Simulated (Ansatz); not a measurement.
Data:

```yaml
crystal:
  lattice:
    - [5.51321, 0.00000, 0.00000]
    - [2.75661, 4.77458, 0.00000]
    - [0.00000, 0.00000, 4.72629]
  atoms:
    - { symbol: Ti, position: [0.82976, 0.82976, 0.25000] }
    - { symbol: Ti, position: [0.17024, 0.65952, 0.75000] }
    - { symbol: Ti, position: [0.34048, 0.82976, 0.25000] }
    - { symbol: Ti, position: [0.17024, 0.17024, 0.75000] }
    - { symbol: Ti, position: [0.82976, 0.34048, 0.25000] }
    - { symbol: Ti, position: [0.65952, 0.17024, 0.75000] }
    - { symbol: Al, position: [0.33333, 0.33333, 0.25000] }
    - { symbol: Al, position: [0.66667, 0.66667, 0.75000] }
```

No spin polarisation.

Method: r2SCAN (Ansatz, a first-principles code), no SOC. Settings: 10×10×10 k-points, 0.05 eV Fermi–Dirac smearing.

Question: Estimate the band gap.

Answer: Zero.

Question: Predict the pressure (mean of the normal stresses, compression positive).

Answer: 8.5 GPa.

Question: Predict the space group.

Answer: P6_3/mmc (No. 194).

The cells carry an imposed strain or load. Whether these cells are dynamically stable was not tested. All final runs are without spin polarisation. The cell was made from Ti$_{3}$Al (space group P6_3/mmc, No. 194) by this change: biaxial strain −4.07 %, plane normal [001], relaxed out of plane.
